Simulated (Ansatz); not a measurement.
# TaN under a change: pressure 4.2 GPa

Consider TaN in the rock salt structure (space group Fm-3m, No. 225; a = 4.417 Å).

Perturbation: a hydrostatic pressure of 4.2 GPa.

The values are results of PBE (Ansatz, a program for electronic structure; PAW; 420 eV plane waves; scalar-relativistic without spin-orbit coupling), not measurements. Γ-centred 18×18×18 mesh, Fermi–Dirac width 0.05 eV.

```csv
quantity,base,changed,shift
density,15.03 g/cm³,15.21 g/cm³,+0.187 g/cm³
lattice parameter a,4.417 Å,4.399 Å,-0.018 Å
enthalpy H = E + PV relative to the base's energy,–,+0.28 eV/atom,–
band gap,zero,zero,–
```

Load acts through the strain it causes; cell and atoms are relaxed under it. Whether these cells are dynamically stable was not tested. All final runs are without spin polarisation. This is not the structure that TaN has at room temperature and ambient pressure.
